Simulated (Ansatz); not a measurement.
The structure below was relaxed with PBEsol, PAW, 420 eV (Ansatz, an electronic-structure program; scalar-relativistic without spin-orbit coupling), at pressure 0.7 GPa.

```xyz
2
Lattice="0.0000 3.0855 3.0855 3.0855 0.0000 3.0855 3.0855 3.0855 0.0000" Properties=species:S:1:pos:R:3 pbc="T T T"
K      0.0000     0.0000     0.0000
Cl     3.0855     3.0855     3.0855
```

Problem. Find the space group and the Wyckoff positions.

Solution. Space group Fm-3m (No. 225); a = 6.1711 Å, b = 6.1711 Å, c = 6.1711 Å, α = 90.00°, β = 90.00°, γ = 90.00°

| atom | site | symmetry | x | y | z |
|---|---|---|---|---|---|
| K | 4a | m-3m | 0.0000 | 0.0000 | 0.0000 |
| Cl | 4b | m-3m | 0.5000 | 0.5000 | 0.5000 |

Problem. Describe the coordination.

Solution. The crystal has 8 atoms in its conventional cell. Lattice parameters: a = b = c = 6.1711 Å, α = β = γ = 90.00°. K is surrounded by 6 Cl at 3.086 Å (octahedral). Cl sees 6 K at 3.086 Å (octahedral). (Neighbours: up to the widest gap in distance over summed covalent radii, below 1.35, at either atom; cation-cation and far metal-metal contacts left out.)

Load acts through the strain it causes; cell and atoms are relaxed under it. Whether these cells are dynamically stable was not tested. The cell was made from KCl in the rock salt structure (space group Fm-3m, No. 225) by this change: pressure 0.7 GPa.
